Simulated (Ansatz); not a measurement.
Consider AgCl in the rock salt structure (space group Fm-3m, No. 225).

```cif
data_AgCl
_chemical_formula_sum 'Ag1 Cl1'
_space_group_name_H-M_alt 'P 1'
_space_group_IT_number 1
_cell_length_a 3.85195
_cell_length_b 3.85195
_cell_length_c 3.85195
_cell_angle_alpha 60.000
_cell_angle_beta 60.000
_cell_angle_gamma 60.000
loop_
_space_group_symop_operation_xyz
  'x, y, z'
loop_
_atom_site_label
_atom_site_type_symbol
_atom_site_fract_x
_atom_site_fract_y
_atom_site_fract_z
_atom_site_occupancy
Ag1 Ag 0.00000 0.00000 0.00000 1
Cl1 Cl 0.50000 0.50000 0.50000 1
```

Method: Kohn–Sham DFT with the PBEsol functional, run in Ansatz (a program for electronic structure) with PAW and 420 eV plane waves, spin-orbit coupling left out.

Strains are applied to the cell and any free atomic positions relax.

One change was made to it. Results:

```csv
quantity,base,after
mean gap deformation potential ΔEg/Δln V,–,-0.1 eV
pressure,0.00 GPa,2.89 GPa
energy relative to the base (free energy F),0 meV/atom,+7.7 meV/atom
"valley order (the lowest conduction-band minima on the path, energy above the VBM, named in the base's zone)",Γ 0.72 eV; X along ⟨100⟩ 2.13 eV,Γ 0.73 eV; X along ⟨100⟩ 2.04 eV
```

Question: Name the change that was made.
(A) isotropic strain −1.50 %
(B) isotropic strain −3.00 %
(C) isotropic strain −2.00 %

Answer: A, isotropic strain −1.50 %. For comparison, the valley order in the other runs: isotropic strain −3.00 % gives Γ 0.75 eV; X along ⟨100⟩ 1.94 eV; isotropic strain −2.00 % gives Γ 0.73 eV; X along ⟨100⟩ 2.01 eV.

No phonon test of stability was made.
